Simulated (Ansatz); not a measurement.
SrAlO2F (model structure, started from the SrVO2H type, P4/mmm, No. 123, 5 atoms in the cell), treated with LDA (Ansatz, an electronic-structure program, PAW).

Run with plane-wave cutoff 520 eV, 10×10×10 k mesh, Fermi–Dirac smearing 0.01 eV, scalar-relativistic PAW data made under PBE.

Cell (relaxed at this level):

AlSrFO2 has the tetragonal space group P4/mmm (No. 123), Pearson symbol tP5. Cell: a = b = 3.7356 Å, c = 3.7603 Å, α = β = γ = 90.00°. Sr on 1d is coordinated by 4 F at 2.641 Å and 8 O at 2.650 Å (cuboctahedral). Al on 1a is coordinated by 4 O at 1.868 Å and 2 F at 1.880 Å (octahedral). O on 2f sees 2 Al at 1.868 Å and 4 Sr at 2.650 Å (octahedral). F on 1b is surrounded by 2 Al at 1.880 Å and 4 Sr at 2.641 Å (octahedral). (Neighbours: up to the widest gap in distance over summed covalent radii, below 1.35, at either atom; cation-cation and far metal-metal contacts left out.)

Q: Predict the band gap, smallest direct gap on the k points sampled and direct gap at Γ.

A: 
* **band gap**: 3.66 eV
* **smallest direct gap on the k points sampled**: 4.48 eV
* **direct gap at Γ**: 4.56 eV

Note: the relaxation could raise the start's symmetry but not lower it, so the cell can be a saddle point.

Spin–orbit coupling is not included.

The result took around 7 core-seconds (rough).

A model structure was made by putting elements into a prototype or built by hand; it is no filed structure, need not be a known phase, and can be a saddle point held by its symmetry.
